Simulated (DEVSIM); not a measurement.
**CdS/CdTe n-p heterojunction**

System: CdS/CdTe n-p heterojunction, at 300 K.

```tsv
layer (left to right)	material	thickness (μm)	Nd (cm⁻³)	Na (cm⁻³)	τn (s)	τp (s)
1	CdS	0.290	3.4e16	-	1.5e-9	1.5e-9
2	CdTe	1.40	-	1.1e18	1.5e-9	1.5e-9
```

Left contact: ohmic. Right contact: ohmic. Voltage is applied to the left contact. Recombination: SRH at mid-gap, radiative, Auger. Mobility is constant in doping.

This is a model device: material constants are rounded textbook-type values typed into the input, and sizes, dopings and lifetimes were drawn at random. Values at 300 K.

```tsv
parameter	CdS	CdTe
gap (eV)	2.4	1.5
affinity (eV)	4.3	4.28
permittivity	9	10.2
Nc (cm⁻³)	2.2e18	8e17
Nv (cm⁻³)	1.8e19	1.8e19
μn (cm²/Vs)	300	1000
μp (cm²/Vs)	25	80
B (cm³/s)	1e-10	1e-10
Cn (cm⁶/s)	1e-30	1e-30
Cp (cm⁶/s)	1e-30	1e-30
```

Simulated with DEVSIM: 1D drift-diffusion, Boltzmann statistics, complete ionisation; no tunnelling, impact ionisation, image-force lowering or self-heating. Band offsets follow the typed affinities; no thermionic-emission limit at abrupt steps, no polarisation charge.

```
Property                                            Result
---------------------------------------------  -----------
Potential step across the device at zero bias      1.300 V
Largest field in the device at zero bias       130000 V/cm
Dark forward voltage at 1 A/cm²                    1.163 V
Dark forward voltage at 100 A/cm²                  1.284 V
```

Dark forward current:

| V (V) | J (A/cm²) |
|---|---|
| -0.35 | -2.3e-14 |
| -0.45 | -1.1e-12 |
| -0.50 | -7.4e-12 |
| -0.60 | -3.5e-10 |
| -0.65 | -2.4e-9 |
| -0.75 | -1.2e-7 |
| -0.85 | -5.6e-6 |
| -0.90 | -3.8e-5 |
| -1.00 | -0.0018 |
| -1.10 | -0.088 |
| -1.15 | -0.61 |
| -1.25 | -28 |
| -1.30 | -180 |
| -1.40 | -2200 |
